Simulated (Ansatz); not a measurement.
Abridged Ansatz (a quantum-chemistry and plane-wave program) output:

```
Pseudopotential: Pb, paw, valence charge 14
Pseudopotential: O, paw, valence charge 6
Crystal: 6 atoms, lattice volume = 85.255 Å³
Basis set: ecut = 420 eV, 1671 PW (Γ), exchange–correlation on 72×72×48 points (8 copies of the dense FFT grid, shifted against one another)
Bands: 32, of which v1, the nominal top of the filled ones, is band 26 counted from 1 (25 counted from 0)
Symmetry: 16 space group operations
k-points: 60 of 490
Functional: x = pbesol(κ = 0.804, μ = 0.12345679012345678), c = pbesol(β = 0.046)
SCF iter   1: F=—  HF=-25753.519455 eV  |F-HF|=—  |Δ(HF+E_count)|=         —  Δρ=7.18e-2  dr2=3.40e0  ethr=3.10e-3  ⟨swp⟩=6.2  Hψ=8411  notcnv=0
SCF iter   2: F=—  HF=-25752.935200 eV  |F-HF|=—  |Δ(HF+E_count)|=   5.84e-1  Δρ=3.79e-2  dr2=9.23e-1  ethr=3.10e-3  ⟨swp⟩=2.7  Hψ=3520  notcnv=0  defer=95
SCF 1 converged in 10 iterations: F = -25752.713417 eV  dr2 = 5.80e-10
SCF converged after 10 iterations
Free energy (F): -25752.713417 eV
Internal energy: -25752.709405 eV  (E = F + TS)
E sigma→0 (E₀):  -25752.711411 eV
Entropy (-TS):   -0.004012 eV (-0.669 meV/atom)
Fermi energy:    7.881009 eV
--- Forces (eV/Å), atoms counted from 1 ---
  atom   1  Pb     0.00000000     0.00000000     0.00000000
  atom   2  Pb     0.00000000    -0.00000000     0.00000000
  atom   3  O     -0.00019885    -0.00019885     0.00000000
  atom   4  O     -0.00019885     0.00019885     0.00000000
  atom   5  O      0.00019885    -0.00019885     0.00000000
  atom   6  O      0.00019885     0.00019885     0.00000000
--- Stress (GPa, compression-positive) ---
        0.000606       0.000000       0.000000
        0.000000       0.000606       0.000000
        0.000000       0.000000       0.007103
  P = ⅓ Tr σ = 0.0028 GPa (0.028 kbar)
```

Q: What was computed, and what are the main results?

A: PbO2, 6 atoms in the cell, with PBEsol, PAW, 420 eV (Ansatz; without spin-orbit coupling), earlier PAW set. The last SCF converged to F = -25752.713417 eV, or -4292.1189 eV per atom, at a pressure of 0.00 GPa. The total energy compares only with runs of the same code, potentials and settings.

Spin-orbit coupling, missing from the scalar runs, can matter with Pb. Stability against distortions was not tested. All final runs are without spin polarisation. The cell was made from IrO2 by this change: Ir → Pb.
